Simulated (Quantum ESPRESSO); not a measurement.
Input and output of a self-consistent single point for NdPt3 (P4mm, 4 atoms in the cell) (Quantum ESPRESSO).

Computed with PBEsol, SSSP 1.1.2 efficiency (PBE) pseudopotentials (plane waves; Quantum ESPRESSO).

The change in words: lattice scaled by 0.98; ecutrho: 400 Ry → 100 Ry. Reference geometry:
```yaml
crystal:
  lattice:
    - [4.19946, 0.00000, 0.00000]
    - [0.00000, 4.19946, 0.00000]
    - [0.00000, 0.00000, 4.19946]
  atoms:
    - { symbol: Nd, position: [0.00000, 0.00000, 0.01191], spin: 3.0 }
    - { symbol: Pt, position: [0.50000, 0.50000, 0.00000] }
    - { symbol: Pt, position: [0.00000, 0.50000, 0.50000] }
    - { symbol: Pt, position: [0.50000, 0.00000, 0.50000] }
```
(The spins are starting values, not results.)

Reference input (self-consistent single point, DFT, PBEsol, plane waves, SSSP 1.1.2 efficiency (PBE) pseudopotentials): ecutwfc = 50 Ry; ecutrho = 400 Ry; occupations = smearing; smearing = gauss; degauss = 0.0073499 Ry; nspin = 2; input_dft = pbesol; potentials = {Nd: Nd.GGA-PBE-paw-v1.0.UPF, Pt: pt_pbe_v1.4.uspp.F.UPF}; K_POINTS = automatic 3 3 3 0 0 0; conv_thr = 1e-10 Ry; mixing_beta = 0.2. This run's input differs from it in these lines:

```diff
@@ -12,3 +12,3 @@
     ecutwfc = 50
-    ecutrho = 400
+    ecutrho = 100
     occupations = 'smearing'
@@ -28,5 +28,5 @@
 CELL_PARAMETERS angstrom
-   4.1994630000     0.0000000000     0.0000000000
-   0.0000000000     4.1994630000     0.0000000000
-   0.0000000000     0.0000000000     4.1994630000
+   4.1154740000     0.0000000000     0.0000000000
+   0.0000000000     4.1154740000     0.0000000000
+   0.0000000000     0.0000000000     4.1154740000
 ATOMIC_POSITIONS crystal
```

Output (repeated stretches shortened):

```
     Self-consistent Calculation

     iteration #  1     ecut=    50.00 Ry     beta= 0.20

     negative rho (up, down):  2.809E-01 2.817E-01

     total energy              =   -1153.62799224 Ry
     estimated scf accuracy    <      26.64292108 Ry

     total magnetization       =     4.98 Bohr mag/cell
     absolute magnetization    =     5.30 Bohr mag/cell

     iteration #  2     ecut=    50.00 Ry     beta= 0.20

     negative rho (up, down):  2.801E-01 2.810E-01

     total energy              =   -1163.11907663 Ry
     estimated scf accuracy    <      16.77952009 Ry

     total magnetization       =    -0.20 Bohr mag/cell
   [... lines left out ...]

     negative rho (up, down):  2.700E-01 2.705E-01

     total energy              =   -1161.49613657 Ry
     estimated scf accuracy    <       0.00000173 Ry

     total magnetization       =     0.01 Bohr mag/cell
     absolute magnetization    =     0.48 Bohr mag/cell

     iteration #100     ecut=    50.00 Ry     beta= 0.20

     negative rho (up, down):  2.700E-01 2.705E-01

     total energy              =   -1161.49613784 Ry
     estimated scf accuracy    <       0.00000168 Ry

     total magnetization       =     0.01 Bohr mag/cell
     absolute magnetization    =     0.49 Bohr mag/cell
     End of self-consistent calculation

     convergence NOT achieved after 100 iterations: stopping

   JOB DONE.
```

The run ended unconverged after 100 iterations. 

The starting cell comes from a database of computed structures (which also holds hypothetical and non-ambient phases and stackings), without a prior relaxation at this level. Its lattice was rescaled by up to half a per cent. One atom was moved a little off its site on purpose. For this run, on top of that: lattice scaled by 0.98.

Cost on one core of a shared machine: roughly 4 min.
